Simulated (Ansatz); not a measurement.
How far to go with the plane-wave cutoff: Ag (Fm-3m, 1 atom in the cell)

```yaml
crystal:
  lattice:
    - [0.00000, 2.05523, 2.05523]
    - [2.05523, 0.00000, 2.05523]
    - [2.05523, 2.05523, 0.00000]
  atoms:
    - { symbol: Ag, position: [0.00000, 0.00000, 0.00000] }
```

Method: PBE (plane waves, PAW; Ansatz, an electronic-structure program).

Base settings: basis.ecutwfc = 420 eV; kpoints.mp_grid.grid = 14 14 14; hamiltonian.xc = pbe; hamiltonian.pseudopotentials = {kind: paw} (the program's default PAW files); scf.occupations.method = fermi_dirac; scf.occupations.width = 0.1 eV.

The second cell is the first with its lattice scaled by 0.98.

The mesh stays at the base's, so the ladder's end is converged at best in this setting alone.

The first pressure column holds Ansatz's estimate of the finite-basis (Pulay) stress, which hides part of the cutoff error; the other is without it.

Only quantities that move along the ladder and can be compared are tabulated.

The count of work is k-points × plane waves × bands × iterations; it is no time. 

The starting cell has typed, rounded lattice constants, without a prior relaxation at this level. Its lattice was rescaled by up to half a per cent.

Steps (basis.ecutwfc): 145 eV; 170 eV; 190 eV; 210 eV; 230 eV; 250 eV; 295 eV; 335 eV; 380 eV; 420 eV; 460 eV; 505 eV; 565 eV; 630 eV; 735 eV; 840 eV; 1010 eV.

**Question.** What is the coarsest basis.ecutwfc that holds the pressure without the Pulay estimate within 1 GPa of the last step, with all finer ones?

**Answer.** 380 eV, at 0.23 of the last step's count of work; the step before is off by 1.9 GPa.

**Question.** What is the coarsest basis.ecutwfc that holds the energy of the compressed cell less the first within 0.2 meV/atom of the last step, with all finer ones?

**Answer.** 380 eV, at 0.23 of the last step's count of work; the step before is off by 1.0 meV/atom.

**Question.** What is the coarsest basis.ecutwfc that holds the pressure within 1 GPa of the last step, with all finer ones?

**Answer.** 295 eV, at 0.15 of the last step's count of work; the step before is off by 1.6 GPa.

```tsv
basis.ecutwfc	free energy less the last step's (meV/atom)	energy of the compressed cell less the first (meV/atom)	pressure (GPa)	pressure without the Pulay estimate (GPa)	count of work / last
145 eV	72101.81	-532.10	-64.10	-2216.64	0.070
170 eV	31035.59	-206.26	-39.89	-1154.98	0.095
190 eV	15305.99	-42.51	0.17	-653.12	0.11
210 eV	7147.59	102.57	14.89	-350.06	0.11
230 eV	3122.34	97.10	13.11	-177.24	0.11
250 eV	1294.95	63.09	4.30	-84.81	0.14
295 eV	142.74	38.87	2.43	-11.44	0.15
335 eV	14.66	38.96	2.59	0.83	0.21
380 eV	2.68	40.03	2.72	2.67	0.23
420 eV	1.97	40.01	2.72	2.65	0.27
460 eV	0.88	39.99	2.71	2.65	0.31
505 eV	0.26	39.99	2.72	2.70	0.37
565 eV	0.14	40.00	2.72	2.72	0.43
630 eV	0.10	39.99	2.72	2.71	0.49
735 eV	0.07	39.98	2.72	2.71	0.60
840 eV	0.03	39.97	2.71	2.71	0.76
1010 eV	0.00	39.97	2.71	2.71	1.0
```

The energy difference between the two cells stays within 1 meV/atom of the last step's from 380 eV on, the total only from 460 eV on: much of the error is common to both cells and cancels.

Two neighbours can agree and both be off: 295 eV and 335 eV differ by 0.09 meV/atom in the energy of the compressed cell less the first, yet lie about 1.0 meV/atom from the last step.

At the lowest cutoff the pressure without the Pulay estimate lies 2220 GPa under the last step's, the usual sign of Pulay stress in an incomplete plane-wave basis.

Keys are those of Ansatz 0.2.
